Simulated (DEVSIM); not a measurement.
Structure: abrupt Si n-p junction, at 300 K.

Layer 1 from the left is Si, thickness (μm) 11.0, Nd (cm⁻³) 1e18, τn (s) 1.4e-7, τp (s) 1.4e-7. Layer 2 from the left is Si, thickness (μm) 0.400, Na (cm⁻³) 4.5e15, τn (s) 1.4e-7, τp (s) 1.4e-7.

Left contact: ohmic. Right contact: ohmic. Voltage is applied to the left contact. Recombination: SRH at mid-gap, Auger. Mobility is constant in doping.

The device is made up for the run: typed textbook-type constants, with dimensions and the other settings drawn at random. Values at 300 K.

Si: gap (eV) 1.124, affinity (eV) 4.05, permittivity 11.7, Nc (cm⁻³) 2.86e19, Nv (cm⁻³) 3.1e19, μn (cm²/Vs) 1417, μp (cm²/Vs) 470, Cn (cm⁶/s) 2.8e-31, Cp (cm⁶/s) 9.9e-32.

Simulated with DEVSIM: 1D drift-diffusion, Boltzmann statistics, complete ionisation; no tunnelling, impact ionisation, image-force lowering or self-heating.

Q: What does the simulation give for the dark forward voltage at 1 A/cm², the potential step across the device at zero bias?

A: dark forward voltage at 1 A/cm² 0.475 V; potential step across the device at zero bias 0.809 V.
